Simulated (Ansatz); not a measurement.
A self-consistent single point of WC (P3m1, 2 atoms in the cell) with Ansatz (a program for electronic structure)

Method: LDA (PW92), default PAW files made with PBE (plane waves; Ansatz).

Input:

Ansatz 0.2 input:
```yaml
# WC
crystal:
  lattice:
    - [1.46227500, -2.53273500, 0.00000000]
    - [1.46227500, 2.53273500, 0.00000000]
    - [0.00000000, 0.00000000, 2.85420000]
  atoms:
    - { symbol: W, position: [0.00000000, 0.00000000, 0.01751800] }
    - { symbol: C, position: [0.33333300, 0.66666700, 0.50000000] }
basis:
  ecutwfc: 30.9 Ry
kpoints:
  mp_grid:
    grid: [13, 13, 12]
hamiltonian:
  xc: lda
  pseudopotentials:
    kind: paw
scf:
  occupations:
    method: gaussian
    width: 0.0073 Ry
output:
  forces: true
  eigenvalues: true
  stress: true
```

Output (repeated stretches shortened):

```
WARN the atoms were moved onto the symmetric positions of the space group found under crystal.symmetry.tolerance 1.0e-5 (fractional …
WARN ansatz: RAYON_NUM_THREADS=1 ignored (pool sized by the plan → 1); use --threads N
Pseudopotentials: kind: paw
Pseudopotential: W, paw, valence charge 14
Pseudopotential: C, paw, valence charge 4
Crystal: 2 atoms, lattice volume = 21.141 Å³
Basis set: ecut = 420.4159175005146 eV, 405 PW (Γ)
Bands: 13, of which v1, the nominal top of the filled ones, is band 9 counted from 1 (8 counted from 0)
Symmetry: 6 space group operations
Space group: P3m1 (ITA 156), of the structure as read, at distance tolerance 2.8e-5 Å
k-points: 217 of 2028 (time reversal used)
PAW frozen core: W, regenerated for the run's functional, and the local potential with it
PAW frozen core: C, regenerated for the run's functional, and the local potential with it
Initial density: superposition of atomic densities (neutral atoms: chi_scale 0, normalization atom), corrected by the library's trained network
Initial wavefunctions: pseudopotential atomic-orbital guess
Eigensolver: davidson
Functional: x = slater, c = lda
SCF iter   1: F=—  HF=-10373.282079 eV  |F-HF|=—  |Δ(HF+E_count)|=         —  Δρ=1.11e-2  dr2=2.27e-2  ethr=1.77e-3  ⟨swp⟩=5.2  Hψ=13855  notcnv=0
all-band conjugate gradients solve this SCF's bands
preconditioner: auto → none
SCF iter   2: F=—  HF=-10373.280659 eV  |F-HF|=—  |Δ(HF+E_count)|=   1.42e-3  Δρ=7.37e-3  dr2=1.20e-2  ethr=1.26e-4  ⟨swp⟩=1.0  Hψ=4557  notcnv=0
SCF iter   3: F=—  HF=-10373.278275 eV  |F-HF|=—  |Δ(HF+E_count)|=   2.38e-3  Δρ=9.93e-4  dr2=8.89e-5  ethr=6.68e-5  ⟨swp⟩=2.6  Hψ=3821  notcnv=0
SCF iter   4: F=—  HF=-10373.278245 eV  |F-HF|=—  |Δ(HF+E_count)|=   3.08e-5  Δρ=2.23e-4  dr2=5.08e-6  ethr=4.94e-7  ⟨swp⟩=2.0  Hψ=4448  notcnv=0
SCF iter   5: F=—  HF=-10373.278244 eV  |F-HF|=—  |Δ(HF+E_count)|=   8.65e-7  Δρ=6.85e-5  dr2=6.97e-7  ethr=2.82e-8  ⟨swp⟩=2.8  Hψ=4083  notcnv=0
SCF iter   6: F=-10373.278244 eV  HF=-10373.278244 eV  |F-HF|=4.58e-8  |Δ(HF+E_count)|=   1.68e-7  Δρ=1.70e-5  dr2=6.14e-8  ethr=5.56e-10  ⟨swp⟩=6.0  Hψ=13846  notcnv=0
SCF 1 converged in 6 iterations: F = -10373.278244 eV  dr2 = 6.14e-8
SCF converged after 6 iterations
Free energy (F): -10373.278244 eV
Harris-Foulkes:  -10373.278244 eV  (|F-HF|=4.58e-8)
Internal energy: -10373.276498 eV  (E = F + TS)
E sigma→0 (E₀):  -10373.277371 eV
Entropy (-TS):   -0.001746 eV (-0.873 meV/atom)
Fermi energy:    19.817528 eV
--- Per-component energies (eV) ---
  E_band       = -71.112407
  E_kinetic    = 540.593152
  E_local      = -686.753521  (includes V_loc(G=0)·N_el)
  E_nonlocal   = 32.139713
  E_hartree    = 239.687861
  E_xc         = -313.794260
  E_vxc        = -299.576298  (∫ρ·V_xc dr)
  E_paw        = -8400.619028  (= ΣΔE_a)
  E_vpaw       = -136.885177  (= ΣTr[D̂ρ^β])
  E_aug_tail   = -0.000044  (compensation charges beyond the density's cutoff)
  E_ewald      = -1784.876356
  E_core_change = 0.345985  (= ΣΔE_core)
  E_smearing   = -0.001746  (= −TS)
  E_closure    = 0.000000  (closes the sum)
  Σ components = -10373.278244   (vs F -10373.278244, Δ=0.00e0)
--- Forces (eV/Å), atoms counted from 1 ---
  atom   1  W      0.00000000    -0.00000000    -0.60588350
  atom   2  C      0.00000000    -0.00000000     0.60574981
  max |Σ_I F_I| component: 1.34e-4 eV/Å
--- Stress (GPa, compression-positive) ---
      -15.131651       0.000000      -0.000000
        0.000000     -15.131651      -0.000000
        0.000000      -0.000000     -18.427029
  P = ⅓ Tr σ = -16.2301 GPa (-162.301 kbar)
  The stress holds the Pulay correction. Without it, at fixed plane waves, as pw.x and ABINIT print it: P = -16.5624 GPa
--- Band table (eV; the first three rows and the last of 217) ---
  k-point 0: bands = ["-54.1224", "-18.1308", "-18.0337", "-18.0337", "5.6552", "15.5711", "16.5336", "16.5336", "19.9645", "22.8910", "22.8910", "25.3360", "25.3360"]
  k-point 1: bands = ["-54.1198", "-18.1799", "-18.0295", "-18.0295", "5.8213", "15.4870", "16.6085", "16.6085", "19.9399", "22.3529", "22.3529", "25.6413", "25.6413"]
  k-point 2: bands = ["-54.1129", "-18.3123", "-18.0180", "-18.0180", "6.2998", "15.1067", "16.8227", "16.8227", "20.1044", "21.3531", "21.3531", "25.8936", "25.8936"]
  k-point 216: bands = ["-54.0254", "-18.6518", "-18.5323", "-18.4143", "9.1334", "12.8505", "14.4786", "18.1977", "19.1236", "24.1637", "25.9713", "26.9479", "28.7600"]
```

The run converged in 6 iterations.

The starting cell has typed, rounded lattice constants, without a prior relaxation at this level. Its lattice was rescaled by up to half a per cent. One atom was moved a little off its site on purpose. Spin-orbit coupling is off. Spin polarisation is off. With a pressure of about -16 GPa the cell is away from its equilibrium volume at this level. Ansatz's pressure includes its estimate of the finite-basis (Pulay) stress.
